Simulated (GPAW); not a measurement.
A self-consistent single point of TiNbB4 (P6/mmm, 6 atoms in the cell) with GPAW.

Method: LDA (Perdew-Wang 92), GPAW PAW datasets LDA (gpaw-data 1.0.1) (plane waves; GPAW).

```
CELL_PARAMETERS angstrom
      3.08703     0.00000     0.00000
     -1.54351     2.67345     0.00000
      0.00000     0.00000     6.59943
ATOMIC_POSITIONS crystal
  Ti 0.00000 0.00000 0.50000
  Nb 0.00000 0.00000 0.00000
  B  0.33333 0.66667 0.74077
  B  0.66667 0.33333 0.25923
  B  0.66667 0.33333 0.74077
  B  0.33333 0.66667 0.25923
```

Reference input (self-consistent single point, DFT PBEsol, plane waves, GPAW PAW datasets PBEsol (made by gpaw-setup)): mode = pw; ecut = 900 eV; xc = PBEsol; kpts = 10 10 4; mesh shift (steps) = 0 0 0; occupations.name = fermi-dirac; occupations.width = 0.1 eV; nbands = -10; symmetry.symmorphic = false; symmetry.tolerance = 0.0005; maxiter = 120. This run's input differs from it in these lines:

```diff
@@ -17,3 +17,3 @@
 calc = GPAW(mode=PW(900),
-            xc='PBEsol',
+            xc='LDA',
             kpts={'size': (10, 10, 4), 'gamma': True},
```

Its files differ too (potentials: GPAW PAW datasets LDA (gpaw-data 1.0.1)).

Log, with long lists cut:

```
     iter     time        total  log10-change:
                         energy   eigst   dens
iter:   1 --:--:--   -60.431669
iter:   2 --:--:--   -58.502146   -0.95  -0.95
iter:   3 --:--:--   -55.081961   -0.01  -1.01
iter:   4 --:--:--   -54.895779   -1.00  -1.37
iter:   5 --:--:--   -54.713636   -1.39  -1.51
iter:   6 --:--:--   -54.672175   -2.00  -1.60
iter:   7 --:--:--   -54.613387   -1.83  -1.71
iter:   8 --:--:--   -54.621892   -2.00  -2.20
iter:   9 --:--:--   -54.602828   -2.55  -2.21
iter:  10 --:--:--   -54.599392   -4.10  -2.68
iter:  11 --:--:--   -54.599293c  -5.06  -3.03
iter:  12 --:--:--   -54.599202c  -4.71  -3.08
iter:  13 --:--:--   -54.599201c  -5.53  -3.40
iter:  14 --:--:--   -54.599191c  -6.14  -3.46
iter:  15 --:--:--   -54.599156c  -5.80  -3.51
iter:  16 --:--:--   -54.599140c  -5.69  -3.72
iter:  17 --:--:--   -54.599141c  -6.93  -4.18c
iter:  18 --:--:--   -54.599141c  -7.70c -4.19c
Converged after 18 iterations.

Dipole moment: (-0.000000, 0.000000, 0.000000) |e|*Ang

Energy contributions relative to reference atoms: (reference = -129619.936254)

Kinetic:        +25.212352
Potential:      -27.096040
External:        +0.000000
XC:             -52.592119
Entropy (-ST):   -0.054937
Local:           -0.095865
SIC:             +0.000000
--------------------------
Free energy:    -54.626609
Extrapolated:   -54.599141

Showing only first 2 kpts
 Kpt  Band  Eigenvalues  Occupancy
  0    16     10.91060    2.00000
  0    17     11.25062    1.99994
  0    18     11.25066    1.99994
  0    19     11.82562    1.98113

  1    16     10.48854    2.00000
  1    17     11.47446    1.99943
  1    18     11.47450    1.99943
  1    19     12.70523    0.03128

Fermi level: 12.29102

No gap
   [... lines left out ...]
  0 Ti    0.00000   -0.00000    0.00000
  1 Nb    0.00000    0.00000    0.00000
  2 B     0.00000    0.00000    0.15253
  3 B     0.00000    0.00000   -0.15253
  4 B     0.00000    0.00000    0.15253
  5 B     0.00000    0.00000   -0.15253

Stress tensor:
     0.099040     0.000000     0.000000
    -0.000000     0.099040     0.000000
     0.000000     0.000000     0.103930
Stress (GPa, Voigt): [15.868  15.868  16.6514  0.      0.      0.    ]
```

The run converged in 18 iterations. GPAW prints stress with tension positive. Against the reference run the largest force hardly changes (0.155 to 0.153 eV/Å).

At such cutoffs GPAW's stress carries a finite-basis (Pulay) error, which enters relaxed cells too; its log prints stress with tension positive.

The starting cell comes from a database of computed structures (which also holds hypothetical and non-ambient phases and stackings), without a prior relaxation at this level. Its lattice was rescaled by a random factor within 2.5 % of one. Spin polarisation is off.

Cost on one core of a shared machine: roughly 80 s.
